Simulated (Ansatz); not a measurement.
Functionals compared on NH2 on the 1x1 (110) surface of zinc-blende GaAs (cut with top plane As + Ga), one in a 2x1 cell, started at the site 'top Ga', in Ansatz (plane waves, PAW). The structure was relaxed with PBE; the other rows are single points on it, each with its references at the same level. Cutoff 420 eV (500 eV for r2SCAN). The points keep PBE's geometry, so the relaxation of a polaron and the settling of charge on one site are left out. HSE06 used the coarser mesh 2x3x1.

Host crystal: zinc-blende GaAs, with a band gap (PBE, scalar-relativistic without spin-orbit coupling).

Model: 23-atom slab, 8.6 Å thick at the start under the adsorbate (thin: gaps and levels are the slab's own), 3x4x1 mesh, Fermi-Dirac 0.01 eV, dipole correction, 8 atoms held, the rest relaxed; held to the start's symmetry, so lower structures may exist; spin-polarised, ending with about 0.7 μB a cell, a value that depends on the mesh; orders that need a larger cell were not tried, no spin-orbit, no U, no dispersion correction. The slab shows no gap over 0.04 eV on its mesh. It is one chosen start, not shown to be the lowest state of the adsorbate. These notes are the PBE run's. r2SCAN: The program's check for a lower electronic state was not made. HSE06: The program's check for a lower electronic state was not made. Adsorption energies are against NH3(g) − ½ H2(g). A negative adsorption energy means that the adsorbate is more stable on the surface than in its reference.

| functional | adsorption energy (eV) |
|---|---|
| PBE | 0.87 |
| RPBE | 1.00 |
| r2SCAN | 0.80 |
| HSE06 | [?] |

**Question.** What belongs in the gaps?

**Answer.** 
- HSE06, adsorption energy (eV): 1.17

Ansatz is a first-principles code.
